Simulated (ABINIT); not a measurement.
Troubleshooting ABINIT: a failed run on GaAs (F-43m, 2 atoms in the cell). The aim is a self-consistent single point with DFT, LDA (PW92), plane waves, PAW (JTH v2.0 LDA PAW).

Cell that was meant: a = 4.0611 Å, b = 4.0611 Å, c = 4.0611 Å, α = 60.00°, β = 60.00°, γ = 60.00°.

Part of the input:

```
ixc 7
occopt 7
tsmear 0.00734986
nbands 19
kptopt 1
ngkpt 7 7 7
nshiftk 1
```

The program printed (abridged):

```
                      -1  0  0  -1  1  0  -1  0  1       0 -1  1   1 -1  0   0 -1  0
                       1  0  0   0  0  1   0  1  0       0  1 -1   0  0 -1   1  0 -1
                      -1  0  1  -1  1  0  -1  0  0       0 -1  0   1 -1  0   0 -1  1
   [... 7 lines left out ...]
           tolvrs      1.00000000E-12
           tsmear      7.34986000E-03 Hartree
            typat      1  2
           useylm           1
             xred      0.0000000000E+00  0.0000000000E+00  0.0000000000E+00
                       2.5000000000E-01  2.5000000000E-01  2.5000000000E-01
            znucl       31.00000   33.00000

--- !ERROR
src_file: m_parser.F90
src_line: 3780
mpi_rank: 0
message: |
    Found token: `NBANDS` in the input file.
    This name is not one of the registered input variable names (see https://docs.abinit.org/).
    Action: check your input file. Perhaps you mistyped the input variable,
    or specified "img", although this was not permitted for this input variable.
...

 abinit_abort: decision taken to exit. Check above messages for more info
Abort(13) on node 0 (rank 0 in comm 0): application called MPI_Abort(MPI_COMM_WORLD, 13) - process 0

--- !ERROR
src_file: m_parser.F90
src_line: 3780
mpi_rank: 0
message: |
    Found token: `NBANDS` in the input file.
    This name is not one of the registered input variable names (see https://docs.abinit.org/).
    Action: check your input file. Perhaps you mistyped the input variable,
    or specified "img", although this was not permitted for this input variable.
...
```

Q: Read the log: what does the program object to, and what is the fix?

A: The fault is a keyword that the program does not know. The program does not know a key of this name. To fix it, use the program's own name for the key. The program stopped before any SCF iteration.

An input that runs soundly differs in these lines (not the only fix; some lines may just follow from the change or write a value another way):
```diff
-nbands 19
+nband 19
```

With that input, the run converged in 16 iterations: free energy E − TS -5264.22 eV; top of the valence band (on the code's own zero) 3.80 eV; gap on the k-point mesh 0.80 eV; pressure -4.61 GPa (DFT, LDA (PW92), plane waves, PAW (JTH v2.0 LDA PAW)).

On the sound input: the starting cell comes from a database of computed structures (which also holds hypothetical and non-ambient phases and stackings), without a prior relaxation at this level. Its lattice was rescaled by a random factor within 2.5 % of one. With a pressure of about -5 GPa the cell is away from its equilibrium volume at this level. The shifted mesh does not hold Γ, so a gap read on it misses any band edge there.
